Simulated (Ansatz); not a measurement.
## Pressure series in GaSb

Base system: GaSb in the zinc blende structure (space group F-43m, No. 216; a = 6.214 Å).

Cell and atoms are relaxed at each pressure.

Calculations: PBE (Ansatz, an electronic-structure program; PAW; 420 eV plane waves; no spin-orbit coupling), earlier PAW set.

Notes on the quantities. enthalpy: H = E + PV relative to the base's energy.

| case | enthalpy | density | band gap |
|---|---|---|---|
| base | – | 5.30 g/cm³ | zero |
| pressure −2 GPa | -0.38 eV/atom | 5.04 g/cm³ | zero |
| pressure −1 GPa | -0.19 eV/atom | 5.17 g/cm³ | zero |
| pressure 0.3 GPa | +0.06 eV/atom | 5.33 g/cm³ | zero |
| pressure 0.7 GPa | +0.13 eV/atom | 5.38 g/cm³ | zero |
| pressure 1.5 GPa | +0.28 eV/atom | 5.47 g/cm³ | zero |
| pressure 3 GPa | +0.54 eV/atom | 5.62 g/cm³ | 0.12 eV |
| pressure 5 GPa | +0.89 eV/atom | 5.80 g/cm³ | 0.35 eV |
| pressure 7.5 GPa | +1.31 eV/atom | 6.00 g/cm³ | 0.58 eV |
| pressure 10 GPa | +1.72 eV/atom | 6.19 g/cm³ | 0.65 eV |

Spin-orbit coupling, missing from the scalar runs, can matter with Sb. Load acts through the strain it causes; cell and atoms are relaxed under it. No phonon test of stability was made. Tetrahedral semiconductors of this kind turn to denser phases somewhere between about 1 and 50 GPa; those were not computed, so compressed cells here can lie past the real transition. The final runs are not spin-polarised. The zero or small gap of GaSb can change with the level of theory.
